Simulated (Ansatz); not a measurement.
Base system: HgO in the zinc blende structure (space group F-43m, No. 216; a = 5.293 Å; a hypothetical phase, not in the database extracts checked). Axes: x, y, z lie along the cube axes.

Calculations: Kohn–Sham DFT with the PBE functional, run in Ansatz (a first-principles code) with PAW and 420 eV plane waves, without spin-orbit coupling.

Strains are applied to the cell and any free atomic positions relax; under biaxial strain the out-of-plane vector relaxes too.

One change was made to it. Results:

```csv
quantity,base,after
energy relative to the base (free energy F),0 meV/atom,+4.3 meV/atom
pressure,0.0 GPa,2.6 GPa
```

**Question.** Name the change that was made.
(A) isotropic strain −2.63 %
(B) isotropic strain −0.99 %
(C) uniaxial strain ε_xx = −1.01 %
(D) biaxial strain +2.77 %, plane normal [001], relaxed out of plane

**Answer.** B, isotropic strain −0.99 %. For comparison, the energy relative to the base in the other runs: uniaxial strain ε_xx = −1.01 % gives +0.5 meV/atom; biaxial strain +2.77 %, plane normal [001], relaxed out of plane gives +1.3 meV/atom; isotropic strain −2.63 % gives +32 meV/atom.

Whether these cells are dynamically stable was not tested. The final runs are not spin-polarised.
